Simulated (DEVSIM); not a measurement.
Device: abrupt InP n-p junction, at 400 K.

Layer 1 from the left is InP, thickness (μm) 0.990, Nd (cm⁻³) 3.8e15, τn (s) 9.1e-10, τp (s) 9.1e-10. Layer 2 from the left is InP, thickness (μm) 2.80, Na (cm⁻³) 2e15, τn (s) 9.1e-10, τp (s) 9.1e-10.

Left contact: ohmic. Right contact: ohmic. Voltage is applied to the left contact. Recombination: SRH at mid-gap, Auger. Mobility is μmin + (μ − μmin)/(1 + (N/Nref)^α).

Constants are typed, rounded textbook-type inputs, not results; the design itself was drawn at random and stands for no fabricated device. Values at 300 K; Nc and Nv go as T^1.5, mobilities as T to minus their exponent, the gap by Varshni's rule with the affinity fixed.

InP: gap (eV) 1.344, affinity (eV) 4.38, permittivity 12.5, Nc (cm⁻³) 5.7e17, Nv (cm⁻³) 1.1e19, μn (cm²/Vs) 5200, μp (cm²/Vs) 170, μn,min 400, μp,min 10, Nref,n 3e17, Nref,p 4.9e17, αn 0.47, αp 0.62, T exponent of μn 2, T exponent of μp 2, Cn (cm⁶/s) 9e-31, Cp (cm⁶/s) 9e-31, Varshni α (eV/K) 0.000363, Varshni β (K) 162.

Problem. Estimate by hand the built-in potential, the peak field at zero bias, the capacitance at 0.6 V, and compare with a numerical solution.

Solution. 
- Built-in potential: ni = √(Nc Nv) exp(−Eg/2kT) = 2.11e10 cm⁻³ with Eg = 1.311 eV; Vbi = kT/q ln(Na Nd/ni²) = 0.812 V; numerical 0.812 V.
- Peak field at zero bias: depletion approximation: W = √(2εVbi/(qN)) = 0.925 μm with N = 1.31e15 cm⁻³; field = 2Vbi/W = 17600 V/cm; numerical 16800 V/cm (estimate above by 4.5 %).
- Capacitance at 0.6 V: C = √(qεN / 2(Vbi + |V|)) = 9.07 nF/cm²; numerical 9.29 nF/cm² (estimate below by 2.4 %).

Model (solved in DEVSIM): 1D drift-diffusion, Boltzmann statistics, complete ionisation; no tunnelling, impact ionisation, image-force lowering or self-heating.
